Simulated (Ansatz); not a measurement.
## A computed series for Al2Cu: element substitutions

Consider Al₂Cu (space group I4/mcm, No. 140).

```
CELL_PARAMETERS angstrom
     -3.00291     3.00291     2.39485
      3.00291    -3.00291     2.39485
      3.00291     3.00291    -2.39485
ATOMIC_POSITIONS crystal
  Al 0.65905 0.15905 0.81810
  Al 0.84095 0.65905 0.50000
  Al 0.15905 0.34095 0.50000
  Al 0.34095 0.84095 0.18190
  Cu 0.25000 0.25000 0.00000
  Cu 0.75000 0.75000 0.00000
```

Each row replaces one element on all its sites; cell and atoms are relaxed.

The values are results of r2SCAN, PAW, 500 eV (Ansatz, a first-principles code; no SOC), not measurements.

```json
[
 {"variant": "base", "c/a ratio": "0.798", "density": "4.52 g/cm³", "shortest interatomic distance": "239.5 pm"},
 {"variant": "Cu → Zn", "c/a ratio": "0.808", "density": "4.15 g/cm³", "shortest interatomic distance": "249.8 pm"},
 {"variant": "Cu → P", "c/a ratio": "0.833", "density": "3.01 g/cm³", "shortest interatomic distance": "253.4 pm"},
 {"variant": "Al → Sb", "c/a ratio": "0.838", "density": "7.88 g/cm³", "shortest interatomic distance": "283.2 pm"}
]
```

Whether these cells are dynamically stable was not tested. As relaxed here, Al2Zn, Al2P and CuSb2 are hypothetical phases, not in the database extracts checked. All final runs are without spin polarisation.
